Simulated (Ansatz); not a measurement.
ZnS (P3m1, No. 156, 36 atoms in the cell; start mp-557026; a measured phase of this formula has another space group) was calculated with r²SCAN in Ansatz (PAW).

Run with plane-wave cutoff 560 eV, 12×12×1 k mesh (along the axes of the cell as run), Fermi–Dirac smearing 0.01 eV, scalar-relativistic PAW data made under PBE.

Cell (relaxed at this level):

Space group P3m1 (No. 156); a = 3.810 Å, b = 3.810 Å, c = 56.049 Å, α = 90.00°, β = 90.00°, γ = 120.00°

```tsv
atom	site	symmetry	x	y	z
Zn	1a	3m.	0.0000	0.0000	0.1667
Zn	1a	3m.	0.0000	0.0000	0.5555
Zn	1b	3m.	0.3333	0.6667	0.7222
Zn	1c	3m.	0.6667	0.3333	0.2777
Zn	1a	3m.	0.0000	0.0000	0.6667
Zn	1b	3m.	0.3333	0.6667	0.0556
Zn	1c	3m.	0.6667	0.3333	0.6111
Zn	1c	3m.	0.6667	0.3333	0.1112
Zn	1c	3m.	0.6667	0.3333	0.4444
Zn	1b	3m.	0.3333	0.6667	0.2222
Zn	1c	3m.	0.6667	0.3333	0.7778
Zn	1c	3m.	0.6667	0.3333	0.9445
Zn	1b	3m.	0.3333	0.6667	0.3888
Zn	1a	3m.	0.0000	0.0000	0.3333
Zn	1b	3m.	0.3333	0.6667	0.8334
Zn	1a	3m.	0.0000	0.0000	0.0001
Zn	1b	3m.	0.3333	0.6667	0.5000
Zn	1a	3m.	0.0000	0.0000	0.8889
S	1c	3m.	0.6667	0.3333	0.9862
S	1b	3m.	0.3333	0.6667	0.5416
S	1b	3m.	0.3333	0.6667	0.4304
S	1a	3m.	0.0000	0.0000	0.0418
S	1c	3m.	0.6667	0.3333	0.4861
S	1c	3m.	0.6667	0.3333	0.6528
S	1c	3m.	0.6667	0.3333	0.1528
S	1b	3m.	0.3333	0.6667	0.7638
S	1a	3m.	0.0000	0.0000	0.7083
S	1c	3m.	0.6667	0.3333	0.8195
S	1a	3m.	0.0000	0.0000	0.3749
S	1a	3m.	0.0000	0.0000	0.9305
S	1a	3m.	0.0000	0.0000	0.5971
S	1b	3m.	0.3333	0.6667	0.2639
S	1b	3m.	0.3333	0.6667	0.8750
S	1b	3m.	0.3333	0.6667	0.0973
S	1c	3m.	0.6667	0.3333	0.3194
S	1a	3m.	0.0000	0.0000	0.2083
```

Problem. What does this level give for the band gap?

Solution. 
band gap: 2.72 eV (on the SCF k mesh)

Note: the relaxation could not lower the start's symmetry, so the cell can be a saddle point above a distorted one.

Computing time: very roughly 60 core-minutes.

A start named mp-… is a Materials Project structure, which need not be a measured phase.

Ansatz is an electronic-structure program.
